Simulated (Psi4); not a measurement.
Psi4 1.11, PBE0/def2-svp: Mg(tBu)(NH2) (C[C](C)(C)[Mg][NH2]), 17 atoms. The geometry is a generated start, not checked to be a minimum at this level.

```yaml
task: energy
method: pbe0
basis: def2-svp
memory: 3 GB
maxiter: 100
keys_of_the_molecule_block: symmetry c1
scf_type: df (default)
diis_max_vecs: 10 (default)
e_convergence: 1e-06 (default)
d_convergence: 1e-06 (default)
dft_radial_points: 75 (default)
dft_spherical_points: 302 (default)
basis_functions: 143
grid_points: 360825
```

```xyz
17

Mg     0.1351     1.1852     1.4228
C      0.3384    -0.2617    -0.0905
C      0.0906    -1.6496     0.4878
C     -0.6713     0.0189    -1.1909
C      1.7525    -0.1874    -0.6541
H      0.1837    -2.4146    -0.2922
H     -0.9141    -1.7180     0.9093
H      0.8132    -1.8852     1.2712
H     -1.6871    -0.0019    -0.7906
H     -0.4968     1.0031    -1.6327
H     -0.6037    -0.7296    -1.9872
H      1.9476     0.7939    -1.0927
H      2.4981    -0.3771     0.1204
H      1.8895    -0.9399    -1.4405
N     -1.3610     2.3123     1.7243
H     -2.1525     2.0157     2.2866
H     -1.7622     2.8359     0.9488
```

With the defaults (diis = true, scf_initial_accelerator = adiis, damping_percentage = 0, guess = auto, which took SAD, soscf = false, soscf_start_convergence = 0.01, diis_start = 1) it converges in 10 SCF iterations. One run each on 2 threads, with these changes:
- soscf = true
- guess = sadno
- damping_percentage = 60
- guess = huckel
- diis_start = 4
- soscf = true, soscf_start_convergence = 0.001
- diis = false, scf_initial_accelerator = none, damping_percentage = 60
- guess = sap
- damping_percentage = 20

Question: Name the settings that don't reach the solution of the defaults.

Answer: No convergence: diis = false, scf_initial_accelerator = none, damping_percentage = 60 (the run ends without SCF convergence in 100 iterations). The rest reach the solution of the defaults.

```tsv
setting	SCF iterations	JK calls	end
soscf = true, soscf_start_convergence = 0.001	7	18	same solution
soscf = true	7	23	same solution
the defaults	10	11	same solution
guess = sadno	10	10	same solution
guess = huckel	10	31	same solution
guess = sap	13	13	same solution
diis_start = 4	15	16	same solution
damping_percentage = 20	21	22	same solution
damping_percentage = 60	71	72	same solution
diis = false, scf_initial_accelerator = none, damping_percentage = 60	100	101	no convergence
```

An SOSCF iteration holds several JK calls; a Hückel guess adds calls on atoms.
